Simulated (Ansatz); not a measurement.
# TiBe12 under a change: pressure 7.5 GPa

Consider TiBe₁₂ (space group P6/mmm, No. 191; a = 4.212 Å, c = 7.294 Å; a cell from a computed database, its experimental status unchecked).

Now apply this change: a hydrostatic pressure of 7.5 GPa.

The values are results of Ansatz (a quantum-chemistry and plane-wave program) PBEsol, spin-orbit coupling left out, not measurements. k-mesh 10×10×5 (Γ-centred); smearing 0.05 eV (Fermi–Dirac).

Volume per atom: 8.16 Å³ (base 8.62 Å³)
Density: 2.44 g/cm³ (base 2.31 g/cm³)
Lattice parameter a: 4.135 Å (base 4.212 Å)
c/a ratio: 1.732 (base 1.732)
Shortest interatomic distance: 2.068 Å (base 2.106 Å)
Enthalpy H = E + PV relative to the base's energy: +0.39 eV/atom
Band gap: zero (base zero)

Load acts through the strain it causes; cell and atoms are relaxed under it. Whether these cells are dynamically stable was not tested. No other phases were tried under pressure. All final runs are without spin polarisation. TiBe12 has a high density of states at the Fermi level and may be magnetic at this level.
